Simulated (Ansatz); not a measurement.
The reference is CaSe in the rock salt structure (space group Fm-3m, No. 225).

```
CELL_PARAMETERS angstrom
      0.00000     2.93425     2.93425
      2.93425     0.00000     2.93425
      2.93425     2.93425     0.00000
ATOMIC_POSITIONS crystal
  Ca 0.00000 0.00000 0.00000
  Se 0.50000 0.50000 0.50000
```

Level of theory: PBEsol (Ansatz, a program for electronic structure), scalar-relativistic without spin-orbit coupling.

One change was made to it. Results:

| quantity | base | after |
|---|---|---|
| width of the top valence band | 1.75 eV | 1.81 eV |
| volume per atom | 25.26 Å³ | 24.59 Å³ |
| electron mass | 1.4 mₑ along k, 0.27 mₑ across (at X) | 1.4 mₑ along k, 0.26 mₑ across (at X) |

Which change produced these results?
(A) pressure 1.5 GPa
(B) pressure 3 GPa
(C) pressure 7.5 GPa
(D) pressure 0.3 GPa
(E) pressure 5 GPa

A, pressure 1.5 GPa. For comparison, the electron mass in the other runs: pressure 0.3 GPa gives 1.4 mₑ along k, 0.27 mₑ across (at X); pressure 7.5 GPa gives 1.4 mₑ along k, 0.24 mₑ across (at X); pressure 3 GPa gives 1.4 mₑ along k, 0.25 mₑ across (at X); pressure 5 GPa gives 1.4 mₑ along k, 0.25 mₑ across (at X).

The levels and masses belong to the bands next to the band gap. Load acts through the strain it causes; cell and atoms are relaxed under it. Masses are band curvatures over ±0.01 Å⁻¹ around the edge. Along k means along the line from Γ to the band edge. No phonon test of stability was made. No other phases were tried under pressure.
